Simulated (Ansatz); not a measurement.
The starting structures come from a database of crystals and need not be the phases stable at ambient conditions.

 Where the default PAW files enter, the runs use the earlier of Ansatz's two default sets.

By PBEsol, the system below comes out a metal.

```xyz
4
Lattice="2.8529 0.0000 0.0000 0.0000 9.2744 0.0000 1.4265 0.0000 2.5211" Properties=species:S:1:pos:R:3 pbc="T T T"
Ag     0.0000     0.0000     0.0000
Ag     0.0000     4.6372     0.0000
Ag     1.4265     6.9558     0.8404
Ag     2.8529     2.3186     1.6807
```

Space group of this cell: Cmcm. The cell is strained (lengths across the current scaled by 0.98, ions clamped).

The current flows along the normal of the first two printed cell vectors. No spin-orbit coupling; the value is a mean over 0.1 eV about the Fermi level.

Problem. Estimate the ballistic conductance per area that PBEsol run with Ansatz (a quantum-chemistry and plane-wave program) returns for this system.

Solution. 0.85 × 10¹⁵ S/m² for both spins.
